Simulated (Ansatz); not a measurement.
Consider HfO₂ in the fluorite structure (space group Fm-3m, No. 225; a = 5.058 Å).

The values are results of r2SCAN (Ansatz, a program for electronic structure, PAW, no spin-orbit coupling), not measurements.

One change was made to it. Results:

```tsv
quantity	base	after
width of the top valence band	1.90 eV	2.10 eV
electron mass	1.1 mₑ along k, 0.76 mₑ across (at X)	0.95 mₑ along k, 0.68 mₑ across (at X)
lattice parameter a	5.058 Å	4.752 Å
band gap	4.30 eV	4.78 eV
```

Problem. Name the change that was made.
A) pressure −1 GPa
B) pressure 3 GPa
C) pressure 30 GPa
D) pressure 75 GPa
E) pressure 15 GPa

Solution. D, pressure 75 GPa. For comparison, the band gap in the other runs: pressure 3 GPa gives 4.33 eV; pressure −1 GPa gives 4.29 eV; pressure 30 GPa gives 4.54 eV; pressure 15 GPa gives 4.43 eV.

Spin-orbit coupling, missing from the scalar runs, can matter with Hf. Load acts through the strain it causes; cell and atoms are relaxed under it. Masses are band curvatures over ±0.01 Å⁻¹ around the edge. Along k means along the line from Γ to the band edge. Whether these cells are dynamically stable was not tested. Competing high-pressure phases were not computed. This is not the structure that HfO2 has at room temperature and ambient pressure.
